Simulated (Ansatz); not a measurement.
# Pressure series in BP

Take BP in the zinc blende structure (space group F-43m, No. 216; a = 4.537 Å) as the base.

Cell and atoms are relaxed at each pressure.

The values are results of DFT with r2SCAN, PAW potentials and a 500 eV plane-wave cutoff in Ansatz (a quantum-chemistry and plane-wave program), spin-orbit coupling left out, not measurements.

Notes on the quantities. hole mass: degenerate bands, along [100].

```tsv
change	shortest interatomic distance	hole mass	band gap	smallest direct gap
base	1.964 Å	0.24, 0.24, 0.32 mₑ (at Γ)	1.41 eV	3.60 eV
pressure −2 GPa	1.972 Å	0.24, 0.24, 0.31 mₑ (at Γ)	1.43 eV	3.58 eV
pressure −1 GPa	1.968 Å	0.24, 0.24, 0.32 mₑ (at Γ)	1.42 eV	3.59 eV
pressure 3 GPa	1.953 Å	___	1.39 eV	___
pressure 7 GPa	1.939 Å	0.24, 0.24, 0.34 mₑ (at Γ)	1.35 eV	3.66 eV
pressure 15 GPa	1.915 Å	0.23, 0.23, 0.35 mₑ (at Γ)	1.30 eV	___
pressure 30 GPa	1.877 Å	0.23, 0.23, 0.39 mₑ (at Γ)	1.19 eV	3.86 eV
pressure 50 GPa	1.836 Å	0.22, 0.22, 0.42 mₑ (at Γ)	1.06 eV	4.03 eV
pressure 75 GPa	1.795 Å	0.22, 0.22, 0.46 mₑ (at Γ)	0.91 eV	4.24 eV
pressure 100 GPa	1.762 Å	0.23, 0.23, 0.50 mₑ (at Γ)	0.79 eV	___
```

**Question.** What belongs in the blanks?

**Answer.** 
- pressure 3 GPa, hole mass: 0.24, 0.24, 0.33 mₑ (at Γ)
- pressure 3 GPa, smallest direct gap: 3.63 eV
- pressure 15 GPa, smallest direct gap: 3.73 eV
- pressure 100 GPa, smallest direct gap: 4.45 eV

Load acts through the strain it causes; cell and atoms are relaxed under it. Effective masses come from finite differences of ±0.01 Å⁻¹. No phonon test of stability was made. No other phases were tried under pressure.
